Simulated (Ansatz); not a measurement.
TiAl, point defects

The parent structure is a 24-atom supercell of TiAl (space group P4/mmm, No. 123; a = 2.8243 Å, c = 4.0708 Å) at its relaxed geometry.

One neutral defect a cell, atoms relaxed at fixed cell.

Calculations: Ansatz (a quantum-chemistry and plane-wave program), PBE, PAW, cutoff 420 eV, no SOC.

```tsv
variant	largest displacement of a host atom from its site in the perfect cell	pressure
perfect supercell	–	0.0 GPa
Al interstitial (started 1.74 Å from the nearest host atom), symmetric start	0.70 Å	8.1 GPa
Li interstitial (started 1.74 Å from the nearest host atom)	0.29 Å	4.0 GPa
Zn on a Ti site	[?]	[?]
B on a Al site	0.16 Å	-3.3 GPa
Ti vacancy, symmetric start	0.04 Å	-1.0 GPa
```

### Question
What belongs in the blanks?

### Answer

- Zn on a Ti site, largest displacement of a host atom from its site in the perfect cell: 0.06 Å
- Zn on a Ti site, pressure: -0.4 GPa

In so small a cell the defect repeats every few ångströms: this is an ordered compound, not a dilute defect. Defects with a symmetric start kept the site's symmetry and may sit on a saddle; the others started slightly shaken. All final runs are without spin polarisation.
